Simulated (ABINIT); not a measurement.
Worked example: self-consistent single point of SrTl₃ (Pm-3m, 4 atoms in the cell) in ABINIT.

Level of theory: LDA (PW92), norm-conserving pseudopotentials (PseudoDojo nc-sr-04 LDA standard) (plane waves; ABINIT).

```yaml
crystal:
  lattice:
    - [4.94419, 0.00000, 0.00000]
    - [0.00000, 4.94419, 0.00000]
    - [0.00000, 0.00000, 4.94419]
  atoms:
    - { symbol: Sr, position: [0.00000, 0.00000, 0.00000] }
    - { symbol: Tl, position: [0.00000, 0.50000, 0.50000] }
    - { symbol: Tl, position: [0.50000, 0.00000, 0.50000] }
    - { symbol: Tl, position: [0.50000, 0.50000, 0.00000] }
```

Reference input (self-consistent single point, DFT, LDA (PW92), plane waves, norm-conserving pseudopotentials (PseudoDojo nc-sr-04 LDA standard)): pseudos = [Sr.upf, Tl.upf]; ecut = 34 Ha; occopt = 3; tsmear = 0.00367493 Ha; ngkpt = 5 5 5; nshiftk = 1; shiftk = 0 0 0; potentials = PseudoDojo nc-sr-04 LDA standard; nband = 33; kptopt = 1; nstep = 80; tolvrs = 1e-12. This run's input differs from it in these lines:

```diff
@@ -17,3 +17,3 @@
          0.5000000000    0.5000000000    0.0000000000
-ecut 34
+ecut 20
 occopt 3
```

Log, with long lists cut:

```
--- !BeginCycle
solver: {iscf: 7, nstep: 80, nline: 4, wfoptalg: 0, }
tolerances: {tolvrs: 1.00E-12, }
...

     iter   Etot(hartree)      deltaE(h)  residm     vres2
 ETOT  1  -215.83758729419    -2.158E+02 2.101E-01 3.537E+01
 ETOT  2  -216.28703419534    -4.494E-01 7.112E-03 9.166E-01
 ETOT  3  -216.28732187875    -2.877E-04 2.686E-03 5.201E-02
 ETOT  4  -216.28733721195    -1.533E-05 8.450E-04 5.374E-03
 ETOT  5  -216.28734000285    -2.791E-06 7.952E-04 1.084E-04
 ETOT  6  -216.28734002507    -2.222E-08 2.248E-04 1.279E-06
 ETOT  7  -216.28734002549    -4.169E-10 1.864E-04 1.353E-08
 ETOT  8  -216.28734002549    -1.421E-13 4.738E-05 2.526E-10
 ETOT  9  -216.28734002549    -2.700E-12 3.971E-05 1.448E-11
 ETOT 10  -216.28734002549    -2.018E-12 3.150E-05 1.691E-13
 At SCF step   10       vres2   =  1.69E-13 < tolvrs=  1.00E-12 =>converged.

 Cartesian components of stress tensor (hartree/bohr^3)
  sigma(1 1)=  6.12269097E-04  sigma(3 2)=  0.00000000E+00
  sigma(2 2)=  6.12269097E-04  sigma(3 1)=  0.00000000E+00
  sigma(3 3)=  6.12269097E-04  sigma(2 1)=  0.00000000E+00

 ----iterations are completed or convergence reached----

 reduced coordinates (array xred) for    4 atoms
       0.000000000000      0.000000000000      0.000000000000
       0.000000000000      0.500000000000      0.500000000000
       0.500000000000      0.000000000000      0.500000000000
       0.500000000000      0.500000000000      0.000000000000
 cartesian forces (eV/Angstrom) at end:
    1     -0.00000000000000    -0.00000000000000    -0.00000000000000
   [... lines left out ...]
 Fermi (or HOMO) energy (hartree) =   0.20312   Average Vxc (hartree)=  -0.38330
 Fermi (or HOMO) energy (eV) =   5.52707   Average Vxc (eV)= -10.43017
   [... lines left out ...]
total_energy        : -2.16287340025491E+02
total_energy_eV     : -5.88547783349198E+03
band_energy         : -1.04095705689299E+01
...

-Cartesian components of stress tensor (GPa)         [Pressure= -1.8014E+01 GPa]
- sigma(1 1)=  1.80135757E+01  sigma(3 2)=  0.00000000E+00
- sigma(2 2)=  1.80135757E+01  sigma(3 1)=  0.00000000E+00
- sigma(3 3)=  1.80135757E+01  sigma(2 1)=  0.00000000E+00

 Calculation completed.
```

The run converged in 10 iterations. Against the reference run the free energy goes up by 386 meV/atom and the pressure goes from -2.87 to -18.01 GPa.

The starting cell comes from a database of computed structures (which also holds hypothetical and non-ambient phases and stackings), without a prior relaxation at this level.

Cost on one core of a shared machine: roughly 50 s.
